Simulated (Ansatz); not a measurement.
We consider LaTiO2N (Imma, No. 74, 10 atoms in the cell; start mp-1222753), described by LDA (Ansatz, a first-principles code, plane waves, PAW).

Settings: plane-wave cutoff 520 eV, 8×8×8 k mesh, Fermi–Dirac smearing 0.01 eV, no spin polarisation, scalar-relativistic PAW data made under PBE.

Cell (relaxed at this level):

```cif
data_La4N4O8Ti4
_chemical_formula_sum 'La4 Ti4 N4 O8'
_space_group_name_H-M_alt 'Imma'
_space_group_IT_number 74
_space_group_name_Hall '-I 2b 2'
_cell_length_a 5.43203
_cell_length_b 7.83756
_cell_length_c 5.50192
_cell_angle_alpha 90.000
_cell_angle_beta 90.000
_cell_angle_gamma 90.000
loop_
_atom_site_label
_atom_site_type_symbol
_atom_site_symmetry_multiplicity
_atom_site_Wyckoff_symbol
_atom_site_fract_x
_atom_site_fract_y
_atom_site_fract_z
_atom_site_occupancy
La1 La 4 e 0.00000 0.75000 0.00298 1
Ti1 Ti 4 b 0.00000 0.00000 0.50000 1
N1 N 4 e 0.00000 0.25000 0.43379 1
O1 O 8 g 0.25000 0.53489 0.25000 1
```
(The calculation used a cell of 10 atoms; values per cell refer to that cell.)

Problem. Estimate the band gap and smallest direct gap on the k points sampled that the calculation returns.

Solution. 
- band gap: 0.86 eV
- smallest direct gap on the k points sampled: 0.90 eV

Spin–orbit coupling is not included.

A start named mp-… is a Materials Project structure, which need not be a measured phase.
